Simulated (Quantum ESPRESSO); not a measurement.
Quantum ESPRESSO 7.5, DFT, PBE, plane waves, PseudoDojo 0.5 standard norm-conserving PBE (local tails restored to the Coulomb form): 3C-SiC, 2 atoms. Basis and mesh were picked for this test and aren't claimed converged.

```json
{
  "cell": "3.08, 3.08, 3.08 Å; 60, 60, 60°",
  "task": "scf",
  "ecutwfc": "82 Ry",
  "ecutrho": "328 Ry",
  "occupations": "fixed",
  "conv_thr": "2e-09 Ry",
  "tprnfor": "true",
  "tstress": "false",
  "k-point pools (-nk)": "16",
  "diagonalization": "david (default)",
  "mixing_mode": "plain (default)",
  "mixing_beta": "0.7 (default)",
  "mixing_ndim": "8 (default)",
  "k-points computed (base settings)": "47",
  "bands (base settings)": "4",
  "electrons (base settings)": "8",
  "G-vectors of the density (base settings)": "14163",
  "FFT grid (base settings)": "36×36×36",
  "symmetry operations (base settings)": "24"
}
```

Machine: one whole node, AMD EPYC (Zen 5), 96 cores on 1 socket, no SMT, 12 L3 cache groups.

Times are wall-clock medians of two to five runs, from launch to exit, with nothing else on the machine. Unless noted, each process is bound to its own block of adjacent cores. The build: conda-forge: Open MPI 5.0, OpenMP, OpenBLAS 0.3.34 (pthreads), FFTW, ScaLAPACK, ELPA; another build can shift the numbers. Scratch files lie in a memory file system.

All on 16 ranks. Base settings, kept where nothing else is said: k_points = 10×10×10, noinv = false (default), nosym = false (default). The candidates, on 16 cores each, agree within 1.0 meV/atom in energy:
A. the base settings
B. k_points = 15×15×15
C. nosym = true
D. k_points = 12×12×12
E. noinv = true
F. k_points = 8×8×8

Task: Pick the fastest of these ways to run it.

Result: F and E and A, at 1.5 s, level within 8 % or the scatter of repeats. At the other end C takes 2.6× as long.

| candidate | wall time | repeats | SCF iterations |
|---|---|---|---|
| F | 1.5 s | 3 runs within 1 % | 15 |
| E | 1.5 s | 3 runs within 1 % | 10 |
| A | 1.5 s | 3 runs within 1 % | 16 |
| D | 1.6 s | 3 runs within 1 % | 13 |
| B | 1.8 s | 3 runs within 1 % | 12 |
| C | 3.7 s | 3 runs within 1 % | 14 |

From the slowest to the fastest: The largest move is in FFTs of H·ψ (vloc_psi): 1.5 s to 0.23 s. Launch, exit and the like take 0.55 s of the 1.5 s.
